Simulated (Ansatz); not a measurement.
**Quick settings and what they miss: the (101) slab of LaBi (cut from a parent of space group no. 225; 16 atoms in the cell)**

Self-consistent single point.

```
BiLa
1.0
    6.80246     0.00000     0.00000
    0.00000     9.62013     0.00000
    0.00000     0.00000    17.06740
La Bi
8 8
Cartesian
  0.00000   8.41762   5.00000
  3.40123   1.20252   7.35579
  0.00000   3.60755   5.00000
  3.40123   6.01258   7.35579
  0.00000   3.60755   9.71161
  3.40123   6.01258  12.06740
  0.00000   8.41762   9.71161
  3.40123   1.20252  12.06740
  0.00000   6.01258   7.35579
  3.40123   3.60755   5.00000
  0.00000   1.20252   7.35579
  3.40123   8.41762   5.00000
  0.00000   1.20252  12.06740
  3.40123   8.41762   9.71161
  0.00000   6.01258  12.06740
  3.40123   3.60755   9.71161
```

Method of the run: PBEsol, default PAW files made with PBE (plane waves; Ansatz, a quantum-chemistry and plane-wave program).

Base settings: basis.ecutwfc = 420 eV; kpoints.mp_grid.grid = 3 3 1; hamiltonian.xc = pbesol; hamiltonian.pseudopotentials = {kind: paw} (the program's default PAW files); scf.occupations.method = fermi_dirac; scf.occupations.width = 0.136 eV; efield.axis = 3; efield.dipole_correction = true.

Tight run (finer mesh or higher cutoff; not a proven limit): basis.ecutwfc: 420 eV → 590 eV; kpoints.mp_grid.grid: 3 3 1 → 5 5 1; scf.convergence.dr2_threshold: default (1e-07 eV) → 1e-09 eV. It gave Fermi level (on the code's own zero) 3.79 eV; largest force (vector length) 1.190 eV/Å.

Quick runs, as changes from the base:
- A: the base itself
- B: basis.ecutwfc: 420 eV → 210 eV; kpoints.mp_grid.grid: 3 3 1 → 2 2 1; scf.occupations.method: fermi_dirac → cold; scf.convergence.dr2_threshold: default (1e-07 eV) → 0.001 eV
- C: kpoints.mp_grid.grid: 3 3 1 → 4 4 1
- D: basis.ecutwfc: 420 eV → 210 eV; kpoints.mp_grid.grid: 3 3 1 → 4 4 1; scf.convergence.dr2_threshold: default (1e-07 eV) → 0.001 eV

Energies are extrapolated to zero smearing width, which holds to low order in the width alone.

Dashes: time of B, under 30 s.

The count of work is k-points × plane waves × bands × iterations; it is no time. Core times come from one kind of shared machine and are given to one figure; runs under 30 s give none.

The starting cell comes from a database of computed structures (which also holds hypothetical and non-ambient phases and stackings), without a prior relaxation at this level. The slab is cut from that crystal, and its faces are unrelaxed. Its lattice was rescaled in the plane by a random factor within 2.5 % of one. In the base run, forces exceed 1 eV/Å.

```tsv
run	energy less tight (meV/atom)	largest miss in a force vector (eV/Å)	count of work / tight	core time / tight (rough)
A	2.8	0.021	0.24	0.2
B	3469.6	0.077	0.045	–
C	0.6	0.006	0.54	0.3
D	3400.7	0.098	0.13	0.1
```

Among the runs at the tight run's level, the energy misses run from 0.6 to 3469.6 meV/atom.

Left out of this page: 2 runs of the series outside the window shown, repeating another row's setting, or not comparable.

Keys are those of Ansatz 0.2.
